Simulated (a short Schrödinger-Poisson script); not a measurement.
Stack: MOS inversion layer, HfO2 on p-type Si(100), at 300 K.

| layer | material | thickness (nm) | Na (cm⁻³) |
|---|---|---|---|
| 1 | HfO2 | 10.8 | - |
| 2 | Si | 260 | 2.7e18 |

Constants are typed, rounded textbook-type inputs, not results; the design itself was drawn at random and stands for no fabricated device. HfO2: permittivity 22, conduction-band edge (eV) 1.55, gap (eV) 5.7, electron mass (mₑ) 0.2. Si: permittivity 11.7, conduction-band edge (eV) 0, gap (eV) 1.124, Nv at 300 K (cm⁻³) 3.1e19.

Channel valleys (confinement mass, in-plane density-of-states mass, number): Δ2 0.916, 0.19, 2; Δ4 0.19, 0.417, 4. At the gate the conduction-band edge of layer 1 lies 1.67 eV − eVg above the Fermi level of the channel; the field vanishes at the back. Gaps are held at their typed values at every temperature. Mesh 0.03 nm at interfaces.

Solved with a short Schrödinger-Poisson script written for these runs: 1D Poisson equation in equilibrium, electrons quantum, Hartree (BenDaniel-Duke, 12 states a valley, the channel's in-plane mass for all, wave functions ending at the dielectric), parabolic valleys, classical holes, full ionisation, no traps, pinning or gate leakage.

The same stack at other levels of the model or other numerical settings:

| run | sheet density of all electrons at Vg = 2.1 V (cm⁻²) | sheet density of all electrons at Vg = 0.9 V (cm⁻²) | capacitance at Vg = 2.1 V (μF/cm²) | centroid of the channel electrons at Vg = 2.1 V (nm) | rough cost against the base |
|---|---|---|---|---|---|
| base | 1.15e13 | 8.36e11 | 1.52 | 1.06 | about 1 |
| electrons treated as classical, Boltzmann | 1.49e13 | ___ | ___ | ___ | 0.03 |
| electrons treated as classical, Fermi-Dirac | 1.40e13 | 2.16e12 | 1.64 | 0.37 | 0.2 |
| mesh six times as coarse | 1.15e13 | 8.40e11 | 1.52 | 1.05 | 0.3 |
| one subband a valley | 1.15e13 | 8.33e11 | 1.52 | 1.05 | 0.5 |

**Question.** What belongs in the gaps?

**Answer.** 
- electrons treated as classical, Boltzmann, centroid of the channel electrons at Vg = 2.1 V (nm): 0.20
- electrons treated as classical, Boltzmann, sheet density of all electrons at Vg = 0.9 V (cm⁻²): 2.30e12
- electrons treated as classical, Boltzmann, capacitance at Vg = 2.1 V (μF/cm²): 1.75

The classical rows ignore confinement, and Boltzmann statistics overrate the density once the band edge passes the Fermi level.
